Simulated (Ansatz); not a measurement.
Take InSe (space group R3m, No. 160; a = 4.020 Å, c = 25.247 Å (hexagonal axes); layered, stacked along the Cartesian z axis) as the base.

All numbers come from r2SCAN+rVV10, PAW, 500 eV (Ansatz, a first-principles code; spin-orbit coupling left out), earlier PAW set.

For the base:

The c/a ratio is 6.281 and the lattice parameter a is 4.020 Å.

It is then changed as follows: a hydrostatic pressure of 7 GPa.

Predict the new c/a ratio.

The c/a ratio drops by 0.162 (6.281 → 6.119).

Predict the new lattice parameter a.

The lattice parameter a drops by 0.164 Å (4.020 Å → 3.856 Å).

Load acts through the strain it causes; cell and atoms are relaxed under it. No phonon test of stability was made. Competing high-pressure phases were not computed.
